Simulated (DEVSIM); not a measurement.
System: W/SiO2/n-Si capacitor, at 400 K.

Layer 1 from the left is SiO2, thickness (nm) 1.70. Layer 2 from the left is Si, thickness (nm) 630, Nd (cm⁻³) 8.2e17.

Metal gate on the left, work function 4.6 eV. Fixed charge at the semiconductor interface 4.2e11 cm⁻² (in units of +e); no interface traps.

This is a model device: material constants are rounded textbook-type values typed into the input, and sizes, dopings and lifetimes were drawn at random. Values at 300 K; Nc and Nv go as T^1.5, mobilities as T to minus their exponent, the gap by Varshni's rule with the affinity fixed.

SiO2: gap (eV) 9, affinity (eV) 0.9, permittivity 3.9. Si: gap (eV) 1.124, affinity (eV) 4.05, permittivity 11.7, Nc (cm⁻³) 2.86e19, Nv (cm⁻³) 3.1e19, Varshni α (eV/K) 0.000473, Varshni β (K) 636.

Question: Estimate by hand the flat-band voltage, the threshold voltage, and compare with a numerical solution.

Answer: 
- Flat-band voltage: C = 2.03 μF/cm², work-function difference 0.413 V; VFB = φms − qNf/C = 0.38 V; numerical 0.38 V.
- Threshold voltage: φF = 0.410 V, depletion charge √(4εqNφF) = 4.72e-7 C/cm²; VT = VFB − 2φF − Qd/C = -0.67 V; numerical -0.67 V.

Simulated with DEVSIM: 1D Poisson equation in equilibrium, Boltzmann statistics, complete ionisation; no quantum confinement or tunnelling. Metal contacts follow the ideal Schottky-Mott rule: no Fermi-level pinning, no interface dipoles.
